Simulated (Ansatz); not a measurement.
Take B (space group I4_132, No. 214; a hypothetical phase, not in the database extracts checked) as the base.

```xyz
4
Lattice="-2.3165 2.3165 2.3165 2.3165 -2.3165 2.3165 2.3165 2.3165 -2.3165" Properties=species:S:1:pos:R:3 pbc="T T T"
B      1.7374     0.5791    -0.5791
B      0.5791    -0.5791     1.7374
B     -0.5791     1.7374     0.5791
B      0.5791     0.5791     0.5791
```

Cartesian axes are those of the cell as printed.

Computed with PBEsol (Ansatz, a program for electronic structure), without spin-orbit coupling.

Strains are applied to the cell and any free atomic positions relax.

One change was made to it. Results:

```tsv
quantity	base	after
smallest direct gap	2.64 eV	2.54 eV
shortest interatomic distance	1.638 Å	1.633 Å
energy relative to the base (free energy F)	0 meV/atom	+2.0 meV/atom
```

Question: What was done to the base?
A) isotropic strain +0.25 %
B) tensor shear ε_yz = +2.36 %
C) tensor shear ε_xz = −0.99 %
D) isotropic strain +0.21 %

Answer: B, tensor shear ε_yz = +2.36 %. For comparison, the energy relative to the base in the other runs: isotropic strain +0.25 % gives +0.2 meV/atom; tensor shear ε_xz = −0.99 % gives +0.3 meV/atom; isotropic strain +0.21 % gives +0.2 meV/atom.

No phonon test of stability was made.
